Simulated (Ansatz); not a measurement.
Take MgO in the rock salt structure (space group Fm-3m, No. 225; a = 4.2141 Å) as the base. Axes: x, y, z lie along the cube axes.

Computed with PBEsol in Ansatz (plane waves to 420 eV, PAW, no spin-orbit coupling).

For the base:

* **Pressure**: 0.01 GPa
* **Band gap**: 4.62 eV

Now apply this change: compressive biaxial strain of 2.50 % in the plane normal to [001], as in epitaxy on a mismatched substrate; the out-of-plane cell vector and the atoms relax.

Estimate the effect on the out-of-plane strain.

The out-of-plane strain is +1.64 %.

What happens to the pressure?

The pressure (mean of the normal stresses, compression positive) goes up by 6.41 GPa (0.01 GPa → 6.42 GPa).

What happens to the energy relative to the base?

The energy increases by 13 meV/atom.

What does the calculation give for the band gap after the change?

The band gap goes up by 0.27 eV to 4.89 eV.

Stability against distortions was not tested.

Ansatz is an electronic-structure program.
